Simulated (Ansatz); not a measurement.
## Hypothetical diamond Fe: response to strain

The reference is Fe in the diamond structure (space group Fd-3m, No. 227; a = 4.876 Å; not spin-polarised; a hypothetical phase, not in the database extracts checked; relaxed with 0.1 eV smearing). Axes: x, y, z lie along the cube axes.

Strains are applied to the cell and any free atomic positions relax; under biaxial strain the out-of-plane vector relaxes too.

Calculations: PBE, PAW, 420 eV (Ansatz, a quantum-chemistry and plane-wave program; spin-orbit coupling left out).

Notes on the quantities. pressure: mean of the normal stresses, compression positive; energy relative to the base: free energy F.

```csv
change,pressure,energy relative to the base,space group
base,0.0 GPa,0 meV/atom,Fd-3m (No. 227)
"biaxial strain −1.58 %, plane normal [001], relaxed out of plane",-0.2 GPa,-0.4 meV/atom,I4_1/amd (No. 141)
"biaxial strain +1.74 %, plane normal [001], relaxed out of plane",0.2 GPa,-0.5 meV/atom,I4_1/amd (No. 141)
"biaxial strain −1.08 %, plane normal [111], relaxed out of plane",-1.6 GPa,-2.8 meV/atom,R-3m (No. 166)
isotropic strain +1.10 %,-4.7 GPa,+7.3 meV/atom,Fd-3m (No. 227)
isotropic strain +5.15 %,-16.5 GPa,+140 meV/atom,Fd-3m (No. 227)
```

Whether these cells are dynamically stable was not tested. Seeded moments were not kept for the base. The final runs are not spin-polarised. Under biaxial strain −1.58 %, plane normal [001], relaxed out of plane, biaxial strain +1.74 %, plane normal [001], relaxed out of plane and biaxial strain −1.08 %, plane normal [111], relaxed out of plane the cell ends below the base's energy or with stress of the wrong sign: the atoms slid into a distortion or the cell is elastically unstable, so the base is not a stable minimum at this level. Fe has a high density of states at the Fermi level and may be magnetic at this level.
